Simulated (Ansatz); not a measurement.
ZrS$_{2}$ (P-3m1), r2SCAN+D4 with spin-orbit coupling, rigid bands (Ansatz, an electronic-structure program): N_v = 1.56e20 cm⁻³ at 300 K and a hole conductivity mass of 0.381 mₑ along z (a = (3.68, 0.00, 0.00) Å; b = (-1.84, 3.19, 0.00) Å; c = (0.00, 0.00, 5.93) Å).

### Question
For 1e17 holes per cm³ at 300 K, place the Fermi level, estimate the Seebeck coefficient of a parabolic band with constant τ, and give mobility and conductivity for τ = 50 fs.

### Answer
The level lies k_BT ln(N_v/p) = 0.190 eV above the valence-band maximum. S ≈ +(k_B/e)[ln(N_v/p) + 5/2] = 849 μV/K, against 814 μV/K from the full bands (mean over directions). μ = eτ/m = 231 cm²/(V·s) and σ = peμ = 3.70 S/cm. τ is assumed, not computed.

Band transport and this doping are assumed; polarons and phonon drag are left out. Geometry: cell and atoms relaxed with r2SCAN+D4.

Computed structure with no diffraction record at hand here (it may be known, metastable or hypothetical): ZrS2 (P-3m1).
